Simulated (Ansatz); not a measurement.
Results of r²SCANh (PAW; Ansatz, a program for electronic structure) for C11b WSi2.

Settings: plane-wave cutoff 520 eV, 12×12×12 k mesh, Fermi–Dirac smearing 0.05 eV, no spin polarisation, scalar-relativistic PAW data made under PBE.

Computed at the level's own relaxed cell.

Question: What does this level give for the lattice constant a and c axis length?

Answer: 
* **lattice constant a**: 3.203 Å
* **c axis length**: 7.788 Å

Measured, for comparison: lattice constant a 3.214 Å, lattice parameter c 7.831 Å (temperature not stated, not corrected to a static lattice; as tabulated in Pavlosiuk et al. (2022), arXiv:2202.05362). Computed (rounded) less measured: lattice constant a -0.3 %, lattice parameter c -0.5 %. A static lattice is as a rule a little smaller and stiffer than an uncorrected measurement, which narrows the difference in the lattice constant a, lattice parameter c and would widen misses of the other sign.

Note: the run has no spin polarisation, so it can have missed a magnetic state.

Spin–orbit coupling is not included.

The computed numbers hold no vibrational or temperature effects.

It cost roughly 4 core-hours of CPU time.
